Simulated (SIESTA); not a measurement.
# A series of runs on VOF (P2_1/c, 12 atoms in the cell)

```xyz
12
Lattice="5.2263 0.0000 0.0000 0.0000 4.6750 0.0000 -0.2368 0.0000 5.7085" Properties=species:S:1:pos:R:3 pbc="T T T"
V      0.9660     2.4238     4.8176
V      4.0234     2.2512     0.8909
V      3.9050     0.0863     3.7451
V      1.0844     4.5887     1.9634
O      0.2783     3.6466     3.5428
O      4.7112     1.0284     2.1657
O      4.5928     1.3091     5.0199
O      0.3967     3.3658     0.6886
F      2.0376     1.0808     3.4961
F      2.9518     3.5942     2.2124
F      2.8334     3.4182     5.0666
F      2.1560     1.2567     0.6419
```
Moments meant for the start (each program seeds them in its own way; μB, in the order of the atoms V V V V O O O O F F F F): 2.0 2.0 2.0 2.0 0.0 0.0 0.0 0.0 0.0 0.0 0.0 0.0.

Base run A: LDA PW92, numerical atomic orbitals TZP, PseudoDojo LDA standard norm-conserving potentials (rewritten from UPF to PSML) (SIESTA 5.4.2), self-consistent single point.

Its settings: XC.functional = LDA; XC.authors = PW92; potentials = PseudoDojo LDA standard; PAO.BasisSize = TZP; PAO.EnergyShift = 0.01 Ry; MeshCutoff = 350 Ry; kgrid.MonkhorstPack = 5 6 5; OccupationFunction = FD; ElectronicTemperature = 100 meV; Spin = polarized; MaxSCFIterations = 150; SCF.Mixer.Method = Pulay; SCF.Mixer.Weight = 0.1; SCF.Mixer.History = 6; SCF.DM.Tolerance = 1.0E-05.

The starting cell comes from a database of computed structures (which also holds hypothetical and non-ambient phases and stackings), without a prior relaxation at this level. The magnetic order is the one reached from the typed start; others were not searched systematically. Values carry the incompleteness of an atom-centred basis. In the base run, with a pressure of about -22 GPa the cell is away from its equilibrium volume at this level. In the base run, forces exceed 1 eV/Å.

A dash stands where there is no value to compare (another energy zero or no entropy term, no result, no spin, no clean gap, or a mesh too coarse for one). 

Run A gave: pressure (GPa) -22.39; largest force (eV/Å) 1.210; size of the net moment (μB/atom) 0.67.

Runs:
- B: DFTU.ProjectorGenerationMethod: default → 2; DFTU.CutoffNorm: default → 0.9; DFTU.FirstIteration: default → true; DFTU.proj: default → [V 1, n=3 2, 1.00 0.00, 0.00 0.00] [LDA PW92+U]
- C: DFTU.ProjectorGenerationMethod: default → 2; DFTU.CutoffNorm: default → 0.9; DFTU.FirstIteration: default → true; DFTU.proj: default → [V 1, n=3 2, 2.00 0.00, 0.00 0.00] [LDA PW92+U]
- D: DFTU.ProjectorGenerationMethod: default → 2; DFTU.CutoffNorm: default → 0.9; DFTU.FirstIteration: default → true; DFTU.proj: default → [V 1, n=3 2, 3.00 0.00, 0.00 0.00] [LDA PW92+U]

What does run D change against A?

The pressure goes from -22.39 to -16.64 GPa, the largest force goes from 1.210 to 0.254 eV/Å, a clean gap of 0.93 eV is found on the mesh, where there was none and the size of the net moment stays at 0.67 μB/atom.

What does run C change against A?

The pressure goes from -22.39 to -18.73 GPa, the largest force goes from 1.210 to 0.484 eV/Å and the size of the net moment stays at 0.67 μB/atom.

What does run B change against A?

The pressure goes from -22.39 to -20.91 GPa, the largest force goes from 1.210 to 0.930 eV/Å and the size of the net moment stays at 0.67 μB/atom.

```
run  pressure (GPa)  largest force (eV/Å)  size of the net moment (μB/atom)  Hubbard energy (eV/atom)
---  --------------  --------------------  --------------------------------  ------------------------
A            -22.39                 1.210                              0.67                         –
B            -20.91                 0.930                              0.67                     0.236
C            -18.73                 0.484                              0.67                     0.407
D            -16.64                 0.254                              0.67                     0.540
```
